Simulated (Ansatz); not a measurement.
SiC: biaxial strain −0.50 %, plane normal [001], relaxed out of plane

Take SiC in the zinc blende structure (space group F-43m, No. 216; a = 4.3290 Å) as the base. Axes: x, y, z lie along the cube axes.

Now apply this change: biaxial strain −0.50 %, plane normal [001], relaxed out of plane (Cartesian); in-plane vectors clamped, the third vector and the atoms free.

Computed with Ansatz (a program for electronic structure), LDA, PAW, cutoff 420 eV, no spin-orbit coupling. Settings: 13×13×13 k-points, 0.05 eV Fermi–Dirac smearing.

Volume per atom: 10.07 Å³ (base 10.14 Å³)
Shortest interatomic distance: 1.870 Å (base 1.875 Å)
Energy relative to the base (free energy F): +0.7 meV/atom
Pressure (mean of the normal stresses, compression positive): 15.1 kbar (base 0.0 kbar)
Band gap: 1.25 eV (base 1.30 eV)
Gap character: indirect, Γ → X
Smallest direct gap: 4.53 eV (base 4.53 eV)
Electron mass: 0.67 mₑ along k, 0.23 mₑ across (at X) (base 0.68 mₑ along k, 0.23 mₑ across (at X))
Valence-band top at Γ (three highest levels, from the VBM): 0.00, 0.00, -0.06 eV (base 0.00, 0.00, 0.00 eV)
Valley order (the lowest conduction-band minima on the path, energy above the VBM, named in the base's zone): X along [010] 1.25 eV; X along [001] 1.33 eV (base X along ⟨100⟩ 1.30 eV)
Out-of-plane strain: +0.35 %
Mean in-plane stress (compression positive): +2.3 GPa

Final structure (turned so that z lies along the plane normal):

```xyz
2
Lattice="3.0457 0.0000 0.0000 0.0000 3.0457 0.0000 1.5229 -1.5229 2.1721" Properties=species:S:1:pos:R:3 pbc="T T T"
Si     0.0000     0.0000     0.0000
C      3.0457     1.5229     1.0860
```

Cost of the whole job for the changed cell (relaxation, final SCF and bands): about 15 core-seconds (a rough figure).

Masses are band curvatures over ±0.01 Å⁻¹ around the edge. Along k means along the line from Γ to the band edge. No phonon test of stability was made. k-point labels follow each cell's own Brillouin zone.
